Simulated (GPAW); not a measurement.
Band structure of WC (P-6m2, 2 atoms in the cell).

```xyz
2
Lattice="2.8443 0.0000 0.0000 -1.4221 2.4632 0.0000 0.0000 0.0000 2.7690" Properties=species:S:1:pos:R:3 pbc="T T T"
W      0.0000     0.0000     0.0000
C      1.4221     0.8211     1.3845
```

Computed with PBE, GPAW PAW datasets PBE (gpaw-data 1.0.1) (plane waves; GPAW).

Settings: mode = pw; ecut = 900 eV; xc = PBE; kpts = 9 9 8; mesh shift (steps) = 0 0 0; occupations.name = fermi-dirac; occupations.width = 0.1 eV; nbands = -10; convergence.forces = 0.001 eV/Å; symmetry.symmorphic = false; symmetry.tolerance = 0.0005; maxiter = 150; bandpath_npoints = 40.

The starting cell comes from a database of computed structures (which also holds hypothetical and non-ambient phases and stackings), without a prior relaxation at this level. Its lattice was rescaled by a random factor within 2.5 % of one. Spin-orbit coupling is off. Spin polarisation is off.

Levels in eV from the Fermi level, bands 6 to 13:
```json
[
 {"point": "Γ", "6": "-4.74", "7": "-3.68", "8": "-3.68", "9": "0.08", "10": "3.52", "11": "3.52", "12": "5.98", "13": "5.98"},
 {"point": "M", "6": "-7.38", "7": "-3.93", "8": "-3.93", "9": "-0.56", "10": "2.52", "11": "4.90", "12": "5.28", "13": "7.26"},
 {"point": "K", "6": "-6.96", "7": "-4.87", "8": "-3.75", "9": "0.60", "10": "0.96", "11": "2.12", "12": "3.47", "13": "9.89"},
 {"point": "A", "6": "-9.08", "7": "-2.27", "8": "-2.27", "9": "-0.71", "10": "-0.71", "11": "3.95", "12": "4.64", "13": "4.64"},
 {"point": "L", "6": "-6.91", "7": "-4.74", "8": "-4.38", "9": "0.40", "10": "4.83", "11": "5.82", "12": "7.22", "13": "9.86"},
 {"point": "H", "6": "-7.85", "7": "-5.71", "8": "-1.60", "9": "-0.72", "10": "4.79", "11": "7.08", "12": "8.27", "13": "10.01"}
]
```

Bands cross the Fermi level along this path, so the cell is metallic at this level.
